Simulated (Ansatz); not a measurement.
## ZnS: response to strain

Base system: ZnS in the zinc blende structure (space group F-43m, No. 216; a = 5.3891 Å). Axes: x, y, z lie along the cube axes.

Strains are applied to the cell and any free atomic positions relax; under biaxial strain the out-of-plane vector relaxes too.

Computed with DFT with r2SCAN, PAW potentials and a 500 eV plane-wave cutoff in Ansatz (a program for electronic structure), no spin-orbit coupling.

Notes on the quantities. pressure: mean of the normal stresses, compression positive.

```csv
change,pressure,out-of-plane strain,shortest interatomic distance
base,0.00 GPa,–,2.334 Å
"biaxial strain +0.50 %, plane normal [001], relaxed out of plane",-0.31 GPa,-0.60 %,2.337 Å
"biaxial strain +1.00 %, plane normal [001], relaxed out of plane",-0.61 GPa,-1.20 %,2.340 Å
"biaxial strain +1.50 %, plane normal [001], relaxed out of plane",-0.91 GPa,-1.82 %,2.343 Å
"biaxial strain +2.00 %, plane normal [001], relaxed out of plane",-1.19 GPa,-2.44 %,2.346 Å
"biaxial strain +2.50 %, plane normal [001], relaxed out of plane",-1.47 GPa,-3.05 %,2.350 Å
"biaxial strain +3.00 %, plane normal [001], relaxed out of plane",-1.74 GPa,-3.67 %,2.353 Å
```

Stability against distortions was not tested.
